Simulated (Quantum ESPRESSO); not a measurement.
**Converging the k-point mesh: LaOF (P4mm, 6 atoms in the cell)**

```
CELL_PARAMETERS angstrom
      4.08959     0.00000     0.00000
      0.00000     4.08959     0.00000
      0.00000     0.00000     5.84299
ATOMIC_POSITIONS crystal
  La 0.50000 0.00000 0.72427
  La 0.00000 0.50000 0.28429
  O  0.00000 0.00000 0.50000
  O  0.50000 0.50000 0.50000
  F  0.50000 0.50000 0.00000
  F  0.00000 0.00000 0.00000
```

Method: LDA (PZ), GBRV 1.5 ultrasoft (LDA) pseudopotentials (plane waves; Quantum ESPRESSO 7.5).

Base settings: ecutwfc = 40 Ry; ecutrho = 200 Ry; occupations = smearing; smearing = fermi-dirac; degauss = 0.0036749 Ry; potentials = {La: la_lda_v1.uspp.F.UPF, O: o_lda_v1.2.uspp.F.UPF, F: f_lda_v1.4.uspp.F.UPF}; K_POINTS = automatic 3 3 2 0 0 0; conv_thr = 1e-10 Ry.

Only quantities that move along the ladder and can be compared are tabulated.

The count of work is k-points × plane waves × bands × iterations; it is no time. 

The starting cell comes from a database of computed structures (which also holds hypothetical and non-ambient phases and stackings), without a prior relaxation at this level. Its lattice was rescaled by up to half a per cent. One atom was moved a little off its site on purpose. In the base run, with a pressure of about -8 GPa the cell is away from its equilibrium volume at this level.

Steps (K_POINTS): automatic 2 2 1 0 0 0; automatic 3 3 2 0 0 0; automatic 4 4 3 0 0 0; automatic 6 6 4 0 0 0; automatic 7 7 5 0 0 0; automatic 9 9 6 0 0 0; automatic 11 11 8 0 0 0; automatic 12 12 8 0 0 0; automatic 14 14 10 0 0 0; automatic 17 17 12 0 0 0.

Q: What is the coarsest K_POINTS that holds the pressure within 0.05 GPa of the last step, with all finer ones?

A: automatic 3 3 2 0 0 0, at 0.023 of the last step's count of work; the step before is off by 0.71 GPa.

Q: What is the coarsest K_POINTS that holds the forces within 0.005 eV/Å of the last step, with all finer ones?

A: automatic 4 4 3 0 0 0, at 0.038 of the last step's count of work; the step before is off by 0.010 eV/Å.

```tsv
K_POINTS	free energy less the last step's (meV/atom)	pressure (GPa)	largest difference of a force vector from the last step's (eV/Å)	gap on the mesh (eV)	count of work / last
automatic 2 2 1 0 0 0	58.23	-7.28	0.122	4.774	0.0095
automatic 3 3 2 0 0 0	-0.09	-8.01	0.010	4.496	0.023
automatic 4 4 3 0 0 0	0.06	-7.99	0.001	4.446	0.038
automatic 6 6 4 0 0 0	-0.01	-7.99	0.000	4.443	0.096
automatic 7 7 5 0 0 0	0.00	-7.99	0.000	4.421	0.095
automatic 9 9 6 0 0 0	0.00	-7.99	0.000	4.422	0.19
automatic 11 11 8 0 0 0	0.00	-7.99	0.000	4.408	0.36
automatic 12 12 8 0 0 0	0.00	-7.99	0.000	4.408	0.42
automatic 14 14 10 0 0 0	0.00	-7.99	0.000	4.409	0.69
automatic 17 17 12 0 0 0	0.00	-7.99	0.000	4.412	1.0
```
